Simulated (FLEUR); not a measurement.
Band structure of NaHg3 (Pm-3m, 4 atoms in the cell).

```yaml
crystal:
  lattice:
    - [4.64063, 0.00000, 0.00000]
    - [0.00000, 4.64063, 0.00000]
    - [0.00000, 0.00000, 4.64063]
  atoms:
    - { symbol: Na, position: [0.00000, 0.00000, 0.00000] }
    - { symbol: Hg, position: [0.00000, 0.50000, 0.50000] }
    - { symbol: Hg, position: [0.50000, 0.00000, 0.50000] }
    - { symbol: Hg, position: [0.50000, 0.50000, 0.00000] }
```

Method: LDA (Perdew-Zunger), all-electron FLAPW (FLEUR), scalar-relativistic valence.

Settings: Kmax = 3.8 1/bohr; GmaxXC = 15.2 1/bohr; xcFunctional = pz; jspins = 1; l_soc = F; mode = hist; fermiSmearingEnergy = 0.00734986 Htr; mesh (inpgen div1-3) = 10 10 10; inpgen gamma flag = true; Gmax = 15.2 1/bohr; numbands = 0; maxIterBroyd = 40; imix = Anderson; alpha = 0.05.

The starting cell comes from a database of computed structures (which also holds hypothetical and non-ambient phases and stackings), without a prior relaxation at this level. Spin-orbit coupling is off. Values depend on the basis (sphere radii, cutoffs, local orbitals), which need not be converged.

These are the values that this program gave, and no reference: the default basis lacks the next d shell.

Levels in eV from the Fermi level, bands 29 to 36:
```
point     29     30     31     32     33     34     35    36
-----  -----  -----  -----  -----  -----  -----  -----  ----
Γ      -5.92  -0.39  -0.39   0.31   0.31   0.31   5.07  6.64
X      -5.92  -5.39  -0.16   2.18   2.18   3.51   3.76  3.80
M      -4.73  -3.71  -3.71  -1.41   3.87   4.39   4.39  4.70
R      -2.43  -2.43  -2.43  -1.55  -0.83  -0.83  -0.83  3.74
```
